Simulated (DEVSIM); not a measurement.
Device: illuminated Si n-on-p cell, one wavelength, at 300 K.

Layer 1 from the left is Si, thickness (μm) 0.820, Nd (cm⁻³) 2.5e18, τn (s) 6e-9, τp (s) 8.8e-9, absorption coefficient (cm⁻¹) 16000. Layer 2 from the left is Si, thickness (μm) 220, Na (cm⁻³) 1.1e16, τn (s) 2.5e-7, τp (s) 2.5e-7, absorption coefficient (cm⁻¹) 16000.

Left contact: ohmic, minority hole recombination velocity 500 cm/s. Right contact: ohmic, minority electron recombination velocity 700 cm/s. Voltage is applied to the left contact. Recombination: SRH at mid-gap, radiative, Auger. Gap narrowing is on: ΔEg = 6.92 meV × (l + √(l² + 0.5)), l = ln(N/1.3e17 cm⁻³), shared equally by both band edges. Light enters at the left, 5.7e16 photons cm⁻² s⁻¹, one pass, no reflection. Mobility is μmin + (μ − μmin)/(1 + (N/Nref)^α).

The device is made up for the run: typed textbook-type constants, with dimensions and the other settings drawn at random. Values at 300 K.

Si: gap (eV) 1.124, affinity (eV) 4.05, permittivity 11.7, Nc (cm⁻³) 2.86e19, Nv (cm⁻³) 3.1e19, μn (cm²/Vs) 1417, μp (cm²/Vs) 470, μn,min 52, μp,min 45, Nref,n 9.7e16, Nref,p 2.2e17, αn 0.68, αp 0.72, B (cm³/s) 4.7e-15, Cn (cm⁶/s) 2.8e-31, Cp (cm⁶/s) 9.9e-32.

Simulated with DEVSIM: 1D drift-diffusion, Boltzmann statistics, complete ionisation; no tunnelling, impact ionisation, image-force lowering or self-heating.

Problem. What does the simulation give for the dark forward voltage at 1 A/cm², the potential step across the device at zero bias, the open-circuit voltage?

Solution. dark forward voltage at 1 A/cm² 0.666 V; potential step across the device at zero bias 0.835 V; open-circuit voltage 0.513 V.
